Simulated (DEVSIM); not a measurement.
Structure: abrupt GaAs p-n junction, at 300 K.

Layer 1 from the left is GaAs, thickness (μm) 5.50, Na (cm⁻³) 2.4e14, τn (s) 2.4e-9, τp (s) 2.4e-9. Layer 2 from the left is GaAs, thickness (μm) 1.20, Nd (cm⁻³) 9e16, τn (s) 2.4e-9, τp (s) 2.4e-9.

Left contact: ohmic. Right contact: ohmic. Voltage is applied to the left contact. Recombination: SRH at mid-gap, radiative, Auger. Mobility is constant in doping.

This is a model device: material constants are rounded textbook-type values typed into the input, and sizes, dopings and lifetimes were drawn at random. Values at 300 K.

GaAs: gap (eV) 1.424, affinity (eV) 4.07, permittivity 12.9, Nc (cm⁻³) 4.7e17, Nv (cm⁻³) 9e18, μn (cm²/Vs) 8500, μp (cm²/Vs) 400, B (cm³/s) 2e-10, Cn (cm⁶/s) 1e-30, Cp (cm⁶/s) 1e-30.

Q: Estimate by hand the built-in potential, the peak field at zero bias, the capacitance at -0.6 V, and compare with a numerical solution.

A: 
- Built-in potential: ni = √(Nc Nv) exp(−Eg/2kT) = 2250000 cm⁻³ with Eg = 1.424 eV; Vbi = kT/q ln(Na Nd/ni²) = 1.109 V; numerical 1.109 V.
- Peak field at zero bias: depletion approximation: W = √(2εVbi/(qN)) = 2.57 μm with N = 2.39e14 cm⁻³; field = 2Vbi/W = 8630 V/cm; numerical 16900 V/cm (estimate below by 49 %).
- Capacitance at -0.6 V: C = √(qεN / 2(Vbi + |V|)) = 3.58 nF/cm²; numerical 3.68 nF/cm² (estimate below by 2.7 %).

DEVSIM, 1D drift-diffusion, Boltzmann statistics, complete ionisation; no tunnelling, impact ionisation, image-force lowering or self-heating.
